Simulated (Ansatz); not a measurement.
```
CELL_PARAMETERS angstrom
      0.00000     1.91517     1.91517
      1.91517     0.00000     1.91517
      1.91517     1.91517     0.00000
ATOMIC_POSITIONS crystal
  Pt 0.00000 0.00000 0.00000
```

No spin polarisation.

Level of theory: DFT with r2SCAN, PAW potentials and a 500 eV plane-wave cutoff in Ansatz (a first-principles code), scalar-relativistic without spin-orbit coupling. Settings: 20×20×20 k-points, 0.05 eV Fermi–Dirac smearing.

Task: What is the computed band gap?

Result: Zero.

Task: Estimate the pressure.

Result: 29.0 GPa.

Task: What space group does the calculation give?

Result: Fm-3m (No. 225).

The cells carry an imposed strain or load. No phonon test of stability was made. The final runs are not spin-polarised. The cell was made from Pt in the fcc (Cu type) structure (space group Fm-3m, No. 225) by this change: isotropic strain −2.79 %.
